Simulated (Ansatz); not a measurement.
A computed series for BeSe: pressure series

Consider BeSe in the zinc blende structure (space group F-43m, No. 216; a = 5.1778 Å).

Cell and atoms are relaxed at each pressure.

All numbers come from PBE (Ansatz, an electronic-structure program), no SOC.

Two rows of this table had their results exchanged by mistake.

```
pressure           volume per atom (Å³)  shortest distance (Å)  band gap
-----------------  --------------------  ---------------------  --------
pressure −2 GPa                   17.84                  2.263   2.73 eV
pressure −1 GPa                   17.59                  2.252   2.70 eV
pressure 0.9 GPa                  17.15                  2.233   2.65 eV
pressure 2.1 GPa                  16.90                  2.222   2.62 eV
pressure 4.5 GPa                  16.44                  2.202   2.56 eV
pressure 9 GPa                    15.72                  2.169   2.45 eV
pressure 15 GPa                   13.55                  2.064   2.03 eV
pressure 22.5 GPa                 14.17                  2.096   2.17 eV
pressure 30 GPa                   14.94                  2.133   2.32 eV
```

Q: Which two?

A: The rows for pressure 15 GPa and pressure 30 GPa: the volume has to fall steadily with pressure, so 14.94 Å³ belongs to pressure 15 GPa and 13.55 Å³ to pressure 30 GPa.

Load acts through the strain it causes; cell and atoms are relaxed under it. Stability against distortions was not tested. Competing high-pressure phases were not computed.
